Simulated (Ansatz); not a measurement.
Al vacancy + O on the N site (V_Al+O_N) (metastable zinc-blende AlN host)

Computed with PBE, PAW (plane waves to 420 eV; Ansatz, a program for electronic structure). A 2×2×2 supercell of 64 sites was used; the energies come from a 2×2×2 shifted sampling of its zone. Sites at the start: the Al site; N 1.91 Å away. Energies of charged states are corrected for periodic images (point charge plus alignment at distant sites). Dielectric constants: PBE linear response of the host. Host gap at this level: 3.31 eV. Finite-size and sampling errors can reach tenths of an eV here. Levels are measured in PBE's own, too narrow, gap. Spin–orbit coupling is left out. Each state is the lowest found from its start.

Formation energies E_f are given with the Fermi level at the valence-band maximum. Chemical conditions: Al-rich (Δμ(Al) = 0.00 eV, Δμ(N) = -2.69 eV, Δμ(O) = -4.96 eV, bounded by corundum; only phases computed here count, gases as isolated molecules at 0 K); N-rich (Δμ(Al) = -2.69 eV, Δμ(N) = 0.00 eV, Δμ(O) = -3.17 eV, bounded by corundum; only phases computed here count, gases as isolated molecules at 0 K). Reference phases: Al: fcc Al, N: N2 molecule in a box, O: O2 molecule in a box.

```json
[
 {"charge": "+1", "moment (μB)": "3.0", "largest move off a lattice site (Å)": "0.29", "image correction with alignment (eV)": "-0.09", "E_f, Al-rich (eV)": "6.09", "E_f, N-rich (eV)": "4.29", "above the lowest spin state (eV)": "0.00"},
 {"charge": "+1", "moment (μB)": "3.0", "largest move off a lattice site (Å)": "0.29", "image correction with alignment (eV)": "-0.09", "E_f, Al-rich (eV)": "6.09", "E_f, N-rich (eV)": "4.29", "above the lowest spin state (eV)": "0.00"},
 {"charge": "0", "moment (μB)": "2.0", "largest move off a lattice site (Å)": "0.26", "image correction with alignment (eV)": "0.00", "E_f, Al-rich (eV)": "6.42", "E_f, N-rich (eV)": "4.63", "above the lowest spin state (eV)": "0.00"},
 {"charge": "0†", "moment (μB)": "not spin-polarised", "largest move off a lattice site (Å)": "0.26", "image correction with alignment (eV)": "0.00", "E_f, Al-rich (eV)": "6.83", "E_f, N-rich (eV)": "5.03", "above the lowest spin state (eV)": "0.41"},
 {"charge": "−1†", "moment (μB)": "1.0", "largest move off a lattice site (Å)": "0.27", "image correction with alignment (eV)": "0.52", "E_f, Al-rich (eV)": "–", "E_f, N-rich (eV)": "–", "above the lowest spin state (eV)": "0.00"},
 {"charge": "−1†", "moment (μB)": "1.0", "largest move off a lattice site (Å)": "0.27", "image correction with alignment (eV)": "0.52", "E_f, Al-rich (eV)": "–", "E_f, N-rich (eV)": "–", "above the lowest spin state (eV)": "0.00"},
 {"charge": "−2", "moment (μB)": "not spin-polarised", "largest move off a lattice site (Å)": "0.28", "image correction with alignment (eV)": "1.47", "E_f, Al-rich (eV)": "9.80", "E_f, N-rich (eV)": "8.00", "above the lowest spin state (eV)": "0.00"},
 {"charge": "−2", "moment (μB)": "0.0", "largest move off a lattice site (Å)": "0.28", "image correction with alignment (eV)": "1.47", "E_f, Al-rich (eV)": "9.80", "E_f, N-rich (eV)": "8.00", "above the lowest spin state (eV)": "0.00"}
]
```

† Not settled in this cell, so no level is given: charge −1: a level filled in part.

Starting moments that weren't kept: charge +1 began with 1 μB and ended with 3.0; charge −1 began with 3 μB and ended with 1.0; charge −2 began with 2 μB and ended with 0.0.

Transition levels above the valence-band maximum: ε(+1/0) = 0.33 eV. With a charge missing or unsettled, these needn't be thermodynamic levels.

Flagged in the runs: a doubtful potential alignment.

All states together cost around 80 core-minutes (rough).
